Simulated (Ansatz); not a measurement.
Base system: Ta2O5 (space group C2, No. 5; a cell from a computed database, its experimental status unchecked).

```xyz
7
Lattice="2.9622 -2.5382 0.0000 2.9622 2.5382 0.0000 -2.6499 0.0000 5.1019" Properties=species:S:1:pos:R:3 pbc="T T T"
Ta     0.3578    -0.2037     1.4910
Ta     2.9168    -0.2037     3.6109
O      0.8132    -1.0382     3.3239
O      2.4613    -1.0382     1.7781
O     -1.4878    -0.3282     4.8789
O      4.7623    -0.3282     0.2230
O      1.6373     1.1553     2.5510
```

Levels (all Ansatz, a quantum-chemistry and plane-wave program, PAW): PBEsol (420 eV, no spin-orbit coupling); r2SCAN (500 eV, no spin-orbit coupling).

The geometry is relaxed with PBEsol.

| Item | Result |
|---|---|
| PBEsol band gap | 2.40 eV |
| PBEsol smallest direct gap | 2.88 eV |
| PBEsol pressure | 0.00 GPa |
| PBEsol width of the top valence band | 0.72 eV |

**Question.** Predict the band gap, smallest direct gap, pressure and width of the top valence band from r2SCAN.

**Answer.** The band gap grows by 0.43 eV, from 2.40 eV to 2.83 eV; the smallest direct gap goes up by 0.463 eV, from 2.88 eV to 3.35 eV; the pressure goes from zero to 1.16 GPa; the width of the top valence band grows by 0.03 eV to 0.75 eV.

Single points use the geometry relaxed with PBEsol. Their cutoffs differ, which shifts pressures a little. Spin-orbit coupling, missing from the scalar runs, can matter with Ta. No phonon test of stability was made.
